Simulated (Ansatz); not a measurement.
The parent structure is TiAl (space group P4/mmm, No. 123; a = 2.766 Å, c = 4.002 Å; relaxed with 0.1 eV smearing). Axes: x, y, z lie along a, b, c of the conventional cell.

All numbers come from LDA (Ansatz, a program for electronic structure, PAW, spin-orbit coupling left out).

The change: uniaxial strain ε_xx = +3.00 %, all other strain components held at zero, atoms relaxed at fixed cell.

Question: Predict the stress tensor and what it implies for the stiffness.

Answer: Stress of the strained cell less that of the base (GPa, compression positive):
```
   -5.7     0.0     0.0
    0.0    -2.0     0.0
    0.0     0.0    -2.8
```

Then −Δσ_ii/ε with ε = 0.0300 gives secant stiffness values (nonlinear terms included at this strain): C11 ≈ 191 GPa, C12 ≈ 65 GPa and C13 ≈ 93 GPa.

As a check, the harmonic strain energy −½ V₀ Δσ:ε is 8.2 meV/atom; the computed energy rise is 8.5 meV/atom.

Whether these cells are dynamically stable was not tested. The final runs are not spin-polarised.
